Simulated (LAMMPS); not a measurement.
System: a symmetric tilt boundary about [001] in CdTe (zinc blende), boundary plane (410).

Computed with classical MD, pair style sw, file CdTeZnSeHgS0.sw, run in LAMMPS.

Σ17, energy 0.54 J/m² at 0 K; heated in steps, 60 ps sampled at each, free outer surfaces; steps at which the grains lost their order are left out.

| T (K) | disordered width (Å) | disordered share in the grains |
|---|---|---|
| 675 | 4.4 | 0.00 |
| 945 | 4.8 | 0.00 |
| 1080 | 5.0 | 0.01 |
| 1215 | … | 0.02 |
| 1310 | … | 0.03 |

Problem. Complete the blanks.

Solution. 
- 1310, disordered width (Å): 5.5
- 1215, disordered width (Å): 5.3
